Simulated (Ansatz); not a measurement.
Results of PBEsol-D3(BJ) in Ansatz (PAW) for CsCl-type NiTi (cubic form, which distorts at low temperature).

Run with plane-wave cutoff 520 eV, 18×18×18 k mesh, Fermi–Dirac smearing 0.05 eV, spin-polarised start, scalar-relativistic PAW data made under PBE.

Equation-of-state points:

```csv
V (Å³/atom),E − E_lowest (meV/atom),P (GPa)
11.857,30.19,13.46
12.109,12.96,8.51
12.361,3.14,4.04
12.614,0.00,0.02
12.866,2.87,-3.60
13.118,11.15,-6.86
13.371,24.29,-9.78
```

Problem. Estimate the bulk modulus from the pressures at 12.361 and 12.866 Å³/atom, and compare it with a fit to all energies.

Solution. B = −V dP/dV. Between V = 12.361 and 12.866 Å³/atom, dP/dV = (-3.60 − (4.04))/(12.866 − 12.361) = -15.1 GPa per Å³/atom; at the midpoint 12.614 Å³/atom this gives B ≈ 191 GPa. The third-order Birch–Murnaghan fit gives V0 = 12.615 Å³/atom, B0 = 191 GPa, B′ = 4.3, which lies within 1 % of that estimate.

Note: the starting moments vanished in the run, and other orders were not tried; symmetry holds this phase in the static calculation, where it need not be a minimum; the relaxation could not lower the start's symmetry, so the cell can be a saddle point above a distorted one.

The computed numbers hold no vibrational or temperature effects.

Ansatz is an electronic-structure program.
